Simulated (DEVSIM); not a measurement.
Simulated with DEVSIM: 1D drift-diffusion, Boltzmann statistics, complete ionisation; no tunnelling, impact ionisation, image-force lowering or self-heating. Metal contacts follow the ideal Schottky-Mott rule: no Fermi-level pinning, no interface dipoles.

Structure: Schottky contact on n-type Si, at 300 K.

| layer (left to right) | material | thickness (μm) | Nd (cm⁻³) | τn (s) | τp (s) |
|---|---|---|---|---|---|
| 1 | Si | 0.530 | 3.5e16 | 8.9e-7 | 8.9e-7 |

Left contact: Schottky, work function 4.66 eV, emission velocity 6.5e6 cm/s. Right contact: ohmic. Voltage is applied to the left contact. Recombination: SRH at mid-gap. Mobility is constant in doping. Where it depends on doping, it is μmin + (μ − μmin)/(1 + (N/Nref)^α).

This is a model device: material constants are rounded textbook-type values typed into the input, and sizes, dopings and lifetimes were drawn at random. Values at 300 K; Nc and Nv go as T^1.5, mobilities as T to minus their exponent, the gap by Varshni's rule with the affinity fixed. The table also holds parameters that only a changed run uses.

```
parameter               Si
----------------  --------
gap (eV)             1.124
affinity (eV)         4.05
permittivity          11.7
Nc (cm⁻³)          2.86e19
Nv (cm⁻³)           3.1e19
μn (cm²/Vs)           1417
μp (cm²/Vs)            470
μn,min                  52
μp,min                  45
Nref,n              9.7e16
Nref,p              2.2e17
αn                    0.68
αp                    0.72
T exponent of μn       2.3
T exponent of μp       2.2
Cn (cm⁶/s)         2.8e-31
Cp (cm⁶/s)         9.9e-32
Varshni α (eV/K)  0.000473
Varshni β (K)          636
```

One input was changed, with this effect: potential step across the device at zero bias 0.437 → 0.288 V; dark forward voltage at 100 A/cm² 0.288 → 0.064 V; largest field in the device at zero bias 66000 → 51000 V/cm.

**Question.** Which change was it?
A) thickness of layer 1 0.53 → 0.19 μm
B) Auger recombination switched on
C) temperature 300 → 500 K
D) doping-dependent mobility in place of the constant one
E) doping Nd of layer 1 3.5e+16 → 3.5e+15 cm^-3

**Answer.** C, temperature 300 → 500 K
